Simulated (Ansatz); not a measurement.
# CuI, pressure series

The parent structure is CuI in the zinc blende structure (space group F-43m, No. 216; a = 5.939 Å).

Cell and atoms are relaxed at each pressure.

Levels (all Ansatz, a first-principles code, PAW): PBEsol (420 eV, no SOC); r2SCAN (500 eV, spin-orbit coupling left out); HSE06 (420 eV, no spin-orbit coupling).

Band gaps by level, all at the geometries relaxed with PBEsol:

| case | PBEsol | r2SCAN | HSE06 |
|---|---|---|---|
| base | 1.17 eV | 1.80 eV | 2.76 eV |
| pressure 0.9 GPa | 1.22 eV | 1.85 eV | 2.80 eV |
| pressure 2.1 GPa | 1.29 eV | 1.92 eV | 2.86 eV |
| pressure 4.5 GPa | 1.40 eV | 2.05 eV | 2.95 eV |
| pressure 9 GPa | 1.58 eV | 2.25 eV | 3.10 eV |
| pressure 15 GPa | 1.78 eV | 2.39 eV | 3.13 eV |
| pressure 22.5 GPa | 1.88 eV | 2.24 eV | 2.93 eV |
| pressure 30 GPa | 1.75 eV | 2.11 eV | 2.76 eV |

Single points use the geometry relaxed with PBEsol. The hybrid gap comes from the SCF mesh plus the semilocal run's edge points and a few special points and is an upper bound. Spin-orbit coupling, missing from the scalar runs, can matter with I. Load acts through the strain it causes; cell and atoms are relaxed under it. Whether these cells are dynamically stable was not tested. Tetrahedral semiconductors of this kind turn to denser phases somewhere between about 1 and 50 GPa; those were not computed, so compressed cells here can lie past the real transition. All final runs are without spin polarisation.
